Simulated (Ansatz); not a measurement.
Ru2C (model structure, started from the Cu2Sb type, P4/nmm, No. 129, 6 atoms in the cell)

All values below come from LDA (Ansatz, an electronic-structure program, plane waves, PAW).

Run with plane-wave cutoff 520 eV, 14×14×10 k mesh (along the axes of the cell as run), Fermi–Dirac smearing 0.05 eV, no spin polarisation, scalar-relativistic PAW data made under PBE.

Cell (relaxed at this level):

```cif
data_C2Ru4
_chemical_formula_sum 'Ru4 C2'
_space_group_name_H-M_alt 'P4/nmm :1'
_space_group_IT_number 129
_space_group_name_Hall 'P 4ab 2ab -1ab'
_cell_length_a 3.74209
_cell_length_b 3.74209
_cell_length_c 4.76547
_cell_angle_alpha 90.000
_cell_angle_beta 90.000
_cell_angle_gamma 90.000
loop_
_space_group_symop_operation_xyz
  'x, y, z'
  '-y+1/2, x+1/2, z'
  '-x, -y, z'
  'y+1/2, -x+1/2, z'
  'x+1/2, -y+1/2, -z'
  '-y, -x, -z'
  '-x+1/2, y+1/2, -z'
  'y, x, -z'
  '-x+1/2, -y+1/2, -z'
  'y, -x, -z'
  'x+1/2, y+1/2, -z'
  '-y, x, -z'
  '-x, y, z'
  'y+1/2, x+1/2, z'
  'x, -y, z'
  '-y+1/2, -x+1/2, z'
loop_
_atom_site_label
_atom_site_type_symbol
_atom_site_symmetry_multiplicity
_atom_site_Wyckoff_symbol
_atom_site_fract_x
_atom_site_fract_y
_atom_site_fract_z
_atom_site_occupancy
Ru1 Ru 2 a 0.00000 0.00000 0.00000 1
Ru2 Ru 2 c 0.50000 0.00000 0.41581 1
C1 C 2 c 0.00000 0.50000 0.18237 1
```

```json
{
  "bulk modulus B0": "335 GPa"
}
```

Note: the run has no spin polarisation, so it can have missed a magnetic state; the bulk modulus is −V dP/dV from two relaxed cells at ±2 % in volume; the relaxation could raise the start's symmetry but not lower it, so the cell can be a saddle point.

The computed numbers hold no vibrational or temperature effects.

A model structure was made by putting elements into a prototype or built by hand; it is no filed structure, need not be a known phase, and can be a saddle point held by its symmetry.
